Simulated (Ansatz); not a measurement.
**One base run on NaLaYSbO6 (P1, 10 atoms in the cell) and variants with one or two settings moved**

```
CELL_PARAMETERS angstrom
      0.00000     4.16453     4.16453
      4.16453     0.00000     4.16453
      4.16453     4.16453     0.00000
ATOMIC_POSITIONS crystal
  Na 0.74796 0.74054 0.75851
  La 0.26203 0.24514 0.24307
  Y  0.50528 0.49921 0.48387
  Sb 0.99264 0.99733 0.00069
  O  0.77275 0.23229 0.23250
  O  0.75737 0.23797 0.77139
  O  0.24937 0.75344 0.76096
  O  0.23338 0.76623 0.24035
  O  0.74619 0.78261 0.23604
  O  0.23303 0.24525 0.77262
```

Base run A: PBE0, default PAW files made with PBE (Ansatz, an electronic-structure program), self-consistent single point.

Its settings: basis.ecutwfc = 420 eV; kpoints.mp_grid.grid = 3 3 3; hamiltonian.xc = pbe0; hamiltonian.pseudopotentials = {kind: paw} (the program's default PAW files); scf.occupations.method = fixed.

The starting cell comes from a database of computed structures (which also holds hypothetical and non-ambient phases and stackings), without a prior relaxation at this level. Its atoms were displaced at random from the sites of space group no. 216. Spin-orbit coupling is off. In the base run, with a pressure of about -5 GPa the cell is away from its equilibrium volume at this level. In the base run, forces exceed 1 eV/Å. Ansatz's pressure includes its estimate of the finite-basis (Pulay) stress.

ΔF is the free energy per atom less that of run A. A dash stands where there is no value to compare (another energy zero or no entropy term, no result, no spin, no clean gap, or a mesh too coarse for one). Total energies depend on the potentials, the functional and any Hubbard or dispersion term, so they are compared only between runs that share all of them.

Runs D sample the zone with one or two k-points, far too few for so small a cell.

Runs:
- B: hamiltonian.xc: pbe0 → pbesol [PBEsol]
- C: hamiltonian.xc: pbe0 → hse06 [HSE06]
- D: kpoints.mp_grid.grid: 3 3 3 → 1 1 1
- E: kpoints.mp_grid.grid: 3 3 3 → 2 2 2
- F: kpoints.mp_grid.shift: default → 0.5 0.5 0.5
- G: scf.convergence.dr2_threshold: default (1e-07 eV) → 1e-12 eV
- H: scf.mixing.algorithm: default (the program chose MSR1) → broyden
- I: scf.mixing.preconditioner: default (the program chose none) → kerker; scf.mixing.q_tf: default → 0.5
- J: scf.mixing.algorithm: default (the program chose MSR1) → broyden; scf.mixing.beta: default → 0.5

```
run  ΔF (meV/atom)  pressure (GPa)  largest force (eV/Å)  gap on the mesh (eV)  k-points
---  -------------  --------------  --------------------  --------------------  --------
A             0.00           -5.21                 2.425                 5.747        14
B                –           -4.61                 2.379                 2.503        14
C                –           -5.18                 2.420                 4.999        14
D            589.8            1.96                 2.359                 5.131         1
E             14.7           -5.00                 2.423                 5.740         8
F            -0.55           -5.23                 2.422                 6.009        14
G             0.00           -5.21                 2.425                 5.747        14
H             0.00           -5.21                 2.425                 5.747        14
I             0.00           -5.21                 2.425                 5.747        14
J             0.00           -5.21                 2.425                 5.747        14
```

Run E against A: The free energy goes up by 14.7 meV/atom, the pressure goes from -5.21 to -5.00 GPa, the largest force hardly changes (2.425 to 2.423 eV/Å) and the gap on the mesh moves little (5.747 to 5.740 eV).

Run F against A: The free energy is nearly the same (within 1 meV/atom), the pressure moves little (-5.21 to -5.23 GPa), the largest force moves little (2.425 to 2.422 eV/Å) and the gap on the mesh goes from 5.747 to 6.009 eV.

Run B against A: The pressure goes from -5.21 to -4.61 GPa, the largest force goes from 2.425 to 2.379 eV/Å and the gap on the mesh goes from 5.747 to 2.503 eV.

Keys are those of Ansatz 0.2.
